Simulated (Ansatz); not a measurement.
GaSb: pressure series

The parent structure is GaSb in the zinc blende structure (space group F-43m, No. 216; a = 6.2141 Å).

Cell and atoms are relaxed at each pressure.

Level of theory: plane-wave PAW DFT at the PBE level (Ansatz, a program for electronic structure, 420 eV), no spin-orbit coupling, earlier PAW set.

| pressure (GPa) | volume per atom (Å³/atom) |
|---|---|
| -2 | 31.560 |
| -1 | 30.724 |
| 0 | 29.994 |
| 0.3 | ? |
| 0.7 | 29.550 |
| 3 | 28.295 |
| 5 | 27.410 |
| 7.5 | 26.485 |
| 10 | 25.701 |

Fit the third-order Birch–Murnaghan form P(V) = (3B₀/2)[(V₀/V)^(7/3) − (V₀/V)^(5/3)]·[1 + (3/4)(B₀′ − 4)((V₀/V)^(2/3) − 1)] (squares taken in P) to the rows shown and predict the withheld row.

Least squares on the printed values gives V₀ = 30.000 Å³/atom, B₀ = 44.6 GPa, B₀′ = 4.8; this predicts 29.802 Å³/atom, and the run gives 29.800 Å³/atom, 0.002 lower.

Measured bulk modulus of GaSb: 57 GPa (temperature not stated; as listed in Cormac Toher et al., Physical Review Materials (2017)); the computed value is for a static lattice, so the two differ by thermal effects too.

Load acts through the strain it causes; cell and atoms are relaxed under it. Stability against distortions was not tested. Tetrahedral semiconductors of this kind turn to denser phases somewhere between about 1 and 50 GPa; those were not computed, so compressed cells here can lie past the real transition. All final runs are without spin polarisation.
